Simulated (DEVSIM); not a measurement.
Structure: abrupt Si n-p junction, at 400 K.

```tsv
layer (left to right)	material	thickness (μm)	Nd (cm⁻³)	Na (cm⁻³)	τn (s)	τp (s)
1	Si	52.0	2.4e16	-	3.8e-6	3.8e-6
2	Si	0.780	-	6e15	3.8e-6	3.8e-6
```

Left contact: ohmic. Right contact: ohmic. Voltage is applied to the left contact. Recombination: SRH at mid-gap, radiative, Auger. Gap narrowing is on: ΔEg = 6.92 meV × (l + √(l² + 0.5)), l = ln(N/1.3e17 cm⁻³), shared equally by both band edges. Mobility is μmin + (μ − μmin)/(1 + (N/Nref)^α).

The device is made up for the run: typed textbook-type constants, with dimensions and the other settings drawn at random. Values at 300 K; Nc and Nv go as T^1.5, mobilities as T to minus their exponent, the gap by Varshni's rule with the affinity fixed.

```csv
parameter,Si
gap (eV),1.124
affinity (eV),4.05
permittivity,11.7
Nc (cm⁻³),2.86e19
Nv (cm⁻³),3.1e19
μn (cm²/Vs),1417
μp (cm²/Vs),470
"μn,min",52
"μp,min",45
"Nref,n",9.7e16
"Nref,p",2.2e17
αn,0.68
αp,0.72
T exponent of μn,2.3
T exponent of μp,2.2
B (cm³/s),4.7e-15
Cn (cm⁶/s),2.8e-31
Cp (cm⁶/s),9.9e-32
Varshni α (eV/K),0.000473
Varshni β (K),636
```

Simulated with DEVSIM: 1D drift-diffusion, Boltzmann statistics, complete ionisation; no tunnelling, impact ionisation, image-force lowering or self-heating.

The temperature was swept, all else fixed.

```json
[
 {"temperature (K)": "250", "largest field in the device at zero bias (V/cm)": "34000", "potential step across the device at zero bias (V)": "0.810", "dark forward voltage at 100 A/cm² (V)": "0.833"},
 {"temperature (K)": "300", "largest field in the device at zero bias (V/cm)": "31000", "potential step across the device at zero bias (V)": "0.719", "dark forward voltage at 100 A/cm² (V)": "0.778"},
 {"temperature (K)": "350", "largest field in the device at zero bias (V/cm)": "29000", "potential step across the device at zero bias (V)": "0.624", "dark forward voltage at 100 A/cm² (V)": "0.731"},
 {"temperature (K)": "400", "largest field in the device at zero bias (V/cm)": "26000", "potential step across the device at zero bias (V)": "0.527", "dark forward voltage at 100 A/cm² (V)": "0.690"},
 {"temperature (K)": "450", "largest field in the device at zero bias (V/cm)": "23000", "potential step across the device at zero bias (V)": "0.427", "dark forward voltage at 100 A/cm² (V)": "0.658"},
 {"temperature (K)": "500", "largest field in the device at zero bias (V/cm)": "20000", "potential step across the device at zero bias (V)": "0.325", "dark forward voltage at 100 A/cm² (V)": "0.634"}
]
```

From the first row to the last the largest field in the device at zero bias goes from 34000 to 20000. From the first row to the last the potential step across the device at zero bias goes from 0.810 to 0.325.
